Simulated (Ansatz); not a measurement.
## CaZrS3 (model structure, started from the cubic perovskite type, Pm-3m, No. 221, 5 atoms in the cell)

Level of theory: PBEsol in Ansatz (plane waves, PAW).

Run with plane-wave cutoff 520 eV, 8×8×8 k mesh, Fermi–Dirac smearing 0.01 eV, scalar-relativistic PAW data made under PBE.

Cell (relaxed with PBEsol):

```yaml
crystal:
  lattice:
    - [4.92496, 0.00000, 0.00000]
    - [0.00000, 4.92496, 0.00000]
    - [0.00000, 0.00000, 4.92496]
  atoms:
    - { symbol: Ca, position: [0.00000, 0.00000, 0.00000] }
    - { symbol: Zr, position: [0.50000, 0.50000, 0.50000] }
    - { symbol: S, position: [0.00000, 0.50000, 0.50000] }
    - { symbol: S, position: [0.50000, 0.50000, 0.00000] }
    - { symbol: S, position: [0.50000, 0.00000, 0.50000] }
```

- band gap = 0.27 eV
- smallest direct gap on the k points sampled = 0.82 eV

Note: the relaxation could raise the start's symmetry but not lower it, so the cell can be a saddle point.

Spin–orbit coupling is not included.

It cost about 21 core-seconds (a rough figure) of CPU time.

A model structure was made by putting elements into a prototype or built by hand; it is no filed structure, need not be a known phase, and can be a saddle point held by its symmetry.

Ansatz is a program for electronic structure.
